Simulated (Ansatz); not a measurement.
# Ti: uniaxial strain ε_zz = +0.63 %

Take Ti in the hcp (Mg type) structure (space group P6_3/mmc, No. 194; a = 2.936 Å, c = 4.637 Å) as the base. Axes: x lies along a and z along c of the hexagonal cell.

Perturbation: uniaxial strain ε_zz = +0.63 %, all other strain components held at zero, atoms relaxed at fixed cell.

Computed with plane-wave PAW DFT at the r2SCAN level (Ansatz, an electronic-structure program, 500 eV), no SOC. Settings: 18×18×10 k-points, 0.05 eV Fermi–Dirac smearing.

* **Volume per atom**: 17.41 Å³ (base 17.31 Å³)
* **Space group**: P6_3/mmc (No. 194) (base P6_3/mmc (No. 194))
* **Shortest interatomic distance**: 288.4 pm (base 287.2 pm)
* **Energy relative to the base (free energy F)**: +0.4 meV/atom
* **Band gap**: zero (base zero)
* **Stress (xx, yy, zz, yz, xz, xy; compression positive)**: (-0.5, -0.5, -1.2, 0.0, 0.0, 0.0) GPa (rough)

Without a gap, meshes like the base's 18×18×10 leave anisotropic stresses uncertain by several tenths of a GPa, and small strain energies with them. No phonon test of stability was made. All final runs are without spin polarisation.
